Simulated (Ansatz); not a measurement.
Consider BeTe in the rock salt structure (space group Fm-3m, No. 225; a = 5.303 Å; a hypothetical phase, not in the database extracts checked; relaxed with 0.1 eV smearing).

The change: the cell is scaled by 0.9757 in all directions, atoms relaxed at fixed cell.

Levels (all Ansatz, a program for electronic structure, PAW): PBEsol (420 eV, no spin-orbit coupling); r2SCAN (500 eV, no SOC).

The geometry is relaxed with PBEsol.

| Quantity | Result |
|---|---|
| PBEsol pressure | 6.2 GPa |

With r2SCAN at the same geometry, the pressure grows by 3.3 GPa, from 6.2 GPa to 9.5 GPa.

Single points use the geometry relaxed with PBEsol. Their cutoffs differ, which shifts pressures a little. The cells carry an imposed strain or load. Whether these cells are dynamically stable was not tested. All final runs are without spin polarisation.
